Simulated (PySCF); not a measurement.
PySCF 2.14.0, B3LYP/def2-svpd, df: C=[SiH], charge +1, multiplicity 1, 5 atoms. The geometry is a generated start, not checked to be a minimum at this level.

```yaml
task: energy
method: b3lyp
basis: def2-svpd
two_electron_scheme: density fitting
mol.max_memory: 3000 MB
mf.max_cycle: 100
mf.conv_tol: 1e-09 (default)
mf.grids.level: 3 (default)
basis_functions: 68
grid_points: 62728
```

```xyz
5

C     -0.7508     0.0786    -0.0041
Si     0.9747    -0.1035     0.0005
H     -1.4216    -0.7766     0.0267
H     -1.2167     1.0614    -0.0214
H      2.4144    -0.2600    -0.0018
```

Charge 1 and multiplicity 1 are set for this test and not shown to be the ground state.

With the defaults (mf.DIIS = CDIIS, mf.diis = true, mf.damp = 0, mf.diis_start_cycle = 1, mf.init_guess = minao, mf.level_shift = 0, mf.diis_space = 8) it converges in 11 Fock builds. One run each on 2 threads, 1 BLAS thread, with these changes:
- mf.DIIS = EDIIS
- mf.level_shift = 1 Hartree
- mf.level_shift = 0.3 Hartree
- mf.diis = false
- mf.damp = 0.7, mf.diis_start_cycle = 8
- mf.diis_space = 20
- mf.diis_space = 12
- mf.init_guess = sap
- mf.init_guess = huckel

Problem. Which of these changes keep the SCF from converging, or lead it to another solution?

Solution. No convergence: mf.DIIS = EDIIS; mf.diis = false (the run ends without SCF convergence in 100 cycles). The rest reach the solution of the defaults.

```tsv
setting	Fock builds	end
the defaults	11	same solution
mf.diis_space = 12	11	same solution
mf.diis_space = 20	11	same solution
mf.init_guess = huckel	12	same solution
mf.init_guess = sap	14	same solution
mf.damp = 0.7, mf.diis_start_cycle = 8	16	same solution
mf.level_shift = 0.3 Hartree	17	same solution
mf.level_shift = 1 Hartree	50	same solution
mf.DIIS = EDIIS	101	no convergence
mf.diis = false	101	no convergence
```
